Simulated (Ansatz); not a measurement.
Start from CdTe in the zinc blende structure (space group F-43m, No. 216; a = 6.4086 Å). Axes: x, y, z lie along the cube axes.

All numbers come from Ansatz (a quantum-chemistry and plane-wave program) LDA, no spin-orbit coupling.

Before the change:

| Property | Result |
|---|---|
| Pressure | 0.00 GPa |

One thing is altered: biaxial strain −2.50 %, plane normal [111], relaxed out of plane (Cartesian); in-plane vectors clamped, the third vector and the atoms free.

Predict the new ratio −ε⊥/ε∥ and pressure.

The ratio −ε⊥/ε∥ is 0.87; the pressure (mean of the normal stresses, compression positive) goes from zero to 1.38 GPa.

Whether these cells are dynamically stable was not tested.
